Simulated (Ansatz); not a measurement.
```yaml
crystal:
  lattice:
    - [25.00000, 0.00000, 0.00000]
    - [0.00000, 25.00000, 0.00000]
    - [0.00000, 0.00000, 3.28737]
  atoms:
    - { symbol: P, position: [0.72787, 0.53496, 0.50000] }
    - { symbol: P, position: [0.76781, 0.58305, 0.00000] }
    - { symbol: P, position: [0.69014, 0.63037, 0.00000] }
    - { symbol: P, position: [0.70525, 0.69103, 0.50000] }
    - { symbol: P, position: [0.61474, 0.69995, 0.50000] }
    - { symbol: P, position: [0.60204, 0.76117, 0.00000] }
    - { symbol: P, position: [0.51662, 0.72994, 0.00000] }
    - { symbol: P, position: [0.47862, 0.77958, 0.50000] }
    - { symbol: P, position: [0.41521, 0.71438, 0.50000] }
    - { symbol: P, position: [0.35944, 0.74261, 0.00000] }
    - { symbol: P, position: [0.33059, 0.65636, 0.00000] }
    - { symbol: P, position: [0.26809, 0.65760, 0.50000] }
    - { symbol: P, position: [0.27952, 0.56737, 0.50000] }
    - { symbol: P, position: [0.22267, 0.54137, 0.00000] }
    - { symbol: P, position: [0.27213, 0.46504, 0.00000] }
    - { symbol: P, position: [0.23219, 0.41695, 0.50000] }
    - { symbol: P, position: [0.30986, 0.36963, 0.50000] }
    - { symbol: P, position: [0.29475, 0.30897, 0.00000] }
    - { symbol: P, position: [0.38526, 0.30005, 0.00000] }
    - { symbol: P, position: [0.39796, 0.23883, 0.50000] }
    - { symbol: P, position: [0.48338, 0.27006, 0.50000] }
    - { symbol: P, position: [0.52138, 0.22042, 0.00000] }
    - { symbol: P, position: [0.58479, 0.28562, 0.00000] }
    - { symbol: P, position: [0.64056, 0.25739, 0.50000] }
    - { symbol: P, position: [0.66941, 0.34364, 0.50000] }
    - { symbol: P, position: [0.73191, 0.34240, 0.00000] }
    - { symbol: P, position: [0.72048, 0.43263, 0.00000] }
    - { symbol: P, position: [0.77733, 0.45863, 0.50000] }
```

Level of theory: PBE (plane waves to 420 eV, PAW; Ansatz, a program for electronic structure). Mesh 1×1×10. No spin polarisation. One-dimensional cell, images about 11 Å apart. A hypothetical model, rolled from the flat sheet. It keeps the symmetry and period of its start, so it need not be a minimum against all distortions.

### Question
Tabulate the two highest filled and two lowest empty levels along the axis, from the valence top.

### Answer
| k (2π/c) | v2 (eV) | v1 (eV) | c1 (eV) | c2 (eV) |
|---|---|---|---|---|
| 0.000 | -0.06 | -0.06 | 1.86 | 1.86 |
| 0.042 | -0.04 | -0.04 | 2.02 | 2.02 |
| 0.083 | -0.01 | -0.01 | 2.42 | 2.42 |
| 0.125 | 0.00 | 0.00 | 2.88 | 2.88 |
| 0.167 | -0.02 | -0.02 | 2.77 | 2.77 |
| 0.208 | -0.08 | -0.08 | 2.46 | 2.46 |
| 0.250 | -0.15 | -0.15 | 2.15 | 2.15 |
| 0.292 | -0.21 | -0.19 | 1.97 | 1.97 |
| 0.333 | -0.20 | -0.15 | 1.92 | 1.92 |
| 0.375 | -0.25 | -0.17 | 1.98 | 1.98 |
| 0.417 | -0.37 | -0.27 | 1.92 | 1.92 |
| 0.458 | -0.56 | -0.43 | 1.95 | 1.95 |
| 0.500 | -0.63 | -0.63 | 2.06 | 2.06 |
